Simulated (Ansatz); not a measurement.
**What isotropic strain −3.00 % does to InAgTe2**

Start from InAgTe$_{2}$ in the chalcopyrite structure (space group I-42d, No. 122; a = 6.4319 Å, c = 12.7658 Å).

It is then changed as follows: an isotropic linear strain of −3.00 %; the atoms relax in the strained cell.

Calculations: Ansatz (a quantum-chemistry and plane-wave program) PBEsol, scalar-relativistic without spin-orbit coupling. Γ-centred 7×7×7 mesh, Fermi–Dirac width 0.05 eV.

```tsv
quantity	base	changed	shift
volume per atom	33.01 Å³	30.13 Å³	-2.88 Å³
space group	I-42d (No. 122)	I-42d (No. 122)	–
shortest interatomic distance	2.746 Å	2.658 Å	-0.088 Å
energy relative to the base (free energy F)	0 meV/atom	+42 meV/atom	+42 meV/atom
pressure (mean of the normal stresses, compression positive)	0.00 GPa	5.12 GPa	+5.12 GPa
band gap	0.08 eV	0.30 eV	+0.226 eV
gap character	direct at Γ	direct at Γ	–
mean gap deformation potential ΔEg/Δln V	–	-2.5 eV	–
width of the top valence band	1.05 eV	1.27 eV	+0.22 eV
electron mass	–	0.032 mₑ along c, 0.036 mₑ across (at Γ)	–
valence-band top at Γ (three highest levels, from the VBM)	0.00, -0.07, -0.07 eV	0.00, -0.07, -0.07 eV	–
valley order (the lowest conduction-band minima on the path, energy above the VBM, named in the base's zone)	Γ 0.08 eV; X (0, 0, 1/2) 0.86 eV; M (1/2, 1/2, 1/2) 1.47 eV	Γ 0.30 eV; X (0, 0, 1/2) 0.94 eV; M (1/2, 1/2, 1/2) 1.48 eV	–
```

Final structure:

```xyz
8
Lattice="-3.1195 3.1195 6.1914 3.1195 -3.1195 6.1914 3.1195 3.1195 -6.1914" Properties=species:S:1:pos:R:3 pbc="T T T"
In     0.0000     0.0000     6.1914
In     3.1195     0.0000     3.0957
Te     1.4948     1.5597     1.5479
Te    -1.5597     1.6247     4.6436
Te     1.6247     1.5597     7.7393
Te     4.6792     1.4948    -1.5479
Ag     0.0000     0.0000     0.0000
Ag     0.0000     3.1195     3.0957
```

Cost of the whole job for the changed cell (relaxation, final SCF and bands): roughly 4 core-minutes.

Spin-orbit coupling, missing from the scalar runs, can matter with Te. Masses are band curvatures over ±0.01 Å⁻¹ around the edge. Stability against distortions was not tested. A zero or small gap of InAgTe2 can be the functional's error rather than a property of the material.
